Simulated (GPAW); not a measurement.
GPAW 25.7.0, DFT, PBE, plane waves, PAW datasets of gpaw-data 1.0.1: bcc Fe, atoms displaced, 2 atoms, spin-polarised from a ferromagnetic start (3 μB on Fe). Basis and mesh were picked for this test and aren't claimed converged.

```python
from ase import Atoms
from ase.parallel import parprint
from gpaw import GPAW

atoms = Atoms(
    'Fe2',
    cell=
    [[2.8660000, 0.0000000, 0.0000000],
     [0.0000000, 2.8660000, 0.0000000],
     [0.0000000, 0.0000000, 2.8660000]],
    scaled_positions=
    [[0.9973870, 0.0084450, 0.9999070],
     [0.5026810, 0.5154880, 0.5142030]],
    pbc=True)
atoms.set_initial_magnetic_moments([3.0, 3.0])
atoms.calc = GPAW(
    mode={'name': 'pw', 'ecut': 500},
    xc='PBE',
    kpts={'size': [8, 8, 8], 'gamma': True},
    occupations={'name': 'fermi-dirac', 'width': 0.1},
    convergence={'density': 1e-05},
    maxiter=150,
    parallel={'kpt': 8, 'band': 1, 'domain': 1, 'sl_auto': False, 'augment_grids': True},
    mixer={'beta': 0.1, 'nmaxold': 10, 'weight': 50},
    txt='-')
parprint('free energy', atoms.get_potential_energy(force_consistent=True))
parprint('forces', atoms.get_forces().tolist())
parprint('moments', atoms.get_magnetic_moments().tolist())
```

```bash
OMP_NUM_THREADS=1 mpirun -np 8 gpaw python run.py
```

The program reports k-points after symmetry: 260, bands: 18, electrons: 16, plane waves: 624, coarse grid: 15*15*15, symmetry operations: 1.

Machine: one whole node, AMD EPYC (Zen 5), 96 cores on 1 socket, no SMT, 12 L3 cache groups; 94 cores' worth of CPU time may be used.

On 8 ranks this takes 8.2 s. Wall times, medians of two to five repeats, each run alone on the node (launch to exit). Processes are pinned to neighbouring cores unless said otherwise. The build: conda-forge: Open MPI, OpenMP, OpenBLAS, FFTW, ScaLAPACK, ELPA; another build can shift the numbers. Scratch files lie in a memory file system.

Problem. What should be changed to get the same answer (within 1.0 meV/atom in energy, 10 meV/Å in forces (largest component), 0.020 μB in site moments) sooner? Keep to 8 cores.

Solution. Several could match; the one computed here: going from mixer.beta = 0.1, mixer.nmaxold = 10, mixer.weight = 50 to mixer.beta = 0.2, mixer.nmaxold = 8, mixer.weight = 10, one of the fastest of the measured ones that keep the result.

```diff
-    mixer={'beta': 0.1, 'nmaxold': 10, 'weight': 50},
+    mixer={'beta': 0.2, 'nmaxold': 8, 'weight': 10},
```

Time: 8.2 s to 6.2 s (1.3× as fast). The largest move is in the band solver (Davidson, Orthonormalize): 4.5 s to 2.9 s. SCF iterations go from 22 to 14. These two results differ by: energy under 0.001 meV/atom, forces (largest component) 0.49 meV/Å, site moments under 0.001 μB. Others tried: mixer.beta = 0.2, mixer.nmaxold = 5 (default), mixer.weight = 50 (default), mixer.backend = fft (6.4 s); mixer.beta = 0.2, mixer.nmaxold = 5, mixer.weight = 50 (6.7 s); mixer.beta = 0.2, mixer.nmaxold = 5 (default), mixer.weight = 50 (default), mixer.backend = broyden (6.9 s); mixer.beta = 0.6, mixer.nmaxold = 8, mixer.weight = 1 (6.9 s); mixer.beta = 0.05 (default), mixer.nmaxold = 5 (default), mixer.weight = 50 (default) (8.7 s); mixer.beta = 0.05 (default), mixer.nmaxold = 5 (default), mixer.weight = 50 (default), mixer.backend = fft (9.0 s); mixer.beta = 0.1, mixer.nmaxold = 3, mixer.weight = 1 (9.7 s); mixer.beta = 0.05 (default), mixer.nmaxold = 5 (default), mixer.weight = 50 (default), mixer.backend = broyden (13 s). 1 planned setting was not run, for want of time.
